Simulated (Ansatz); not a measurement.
Results of BLYP (Ansatz, a program for electronic structure, PAW) for TiAl₃ (I4/mmm, No. 139).

Total energies, extrapolated to zero smearing (they compare only within this program, potentials and cutoff):

```tsv
system	energy (eV/atom)
TiAl₃ (I4/mmm, No. 139), relaxed	-1032.2365
hcp Ti	-2505.8954
fcc Al	-540.4999
```

### Question
Work out the formation enthalpy per atom.

### Answer
ΔH_f ≈ ΔE = -1032.2365 − [1 × (-2505.8954) + 3 × (-540.4999)]/4 = -0.388 eV/atom (0 K, no vibrations). The reference value is -0.379 ± 0.01 eV/atom (measured, 298 K, copied from a table, unchecked, no zero-point or thermal correction; as tabulated in Wang et al. (2021), doi:10.1038/s41598-021-94550-5), a difference of -0.009 eV/atom.

The PAW data were made under PBE.
